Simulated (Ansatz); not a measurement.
We consider MgO (Pm-3n, No. 223, 12 atoms in the cell; start mp-1101930; a measured phase of this formula has another space group), described by PBEsol (Ansatz, an electronic-structure program, plane waves, PAW).

Numerical settings: plane-wave cutoff 520 eV, 6×6×6 k mesh, Fermi–Dirac smearing 0.01 eV, scalar-relativistic PAW data made under PBE.

Cell (relaxed with PBEsol):

```cif
data_Mg6O6
_chemical_formula_sum 'Mg6 O6'
_space_group_name_H-M_alt 'Pm-3n'
_space_group_IT_number 223
_space_group_name_Hall '-P 4n 2 3'
_cell_length_a 5.59042
_cell_length_b 5.59042
_cell_length_c 5.59042
_cell_angle_alpha 90.000
_cell_angle_beta 90.000
_cell_angle_gamma 90.000
loop_
_atom_site_label
_atom_site_type_symbol
_atom_site_symmetry_multiplicity
_atom_site_Wyckoff_symbol
_atom_site_fract_x
_atom_site_fract_y
_atom_site_fract_z
_atom_site_occupancy
Mg1 Mg 6 c 0.00000 0.50000 0.25000 1
O1 O 6 d 0.00000 0.25000 0.50000 1
```

Question: Estimate the band gap that the calculation returns.

Answer: 
* **band gap**: 2.84 eV (direct)

Computing time: around 26 core-seconds (rough).

A start named mp-… is a Materials Project structure, which need not be a measured phase.
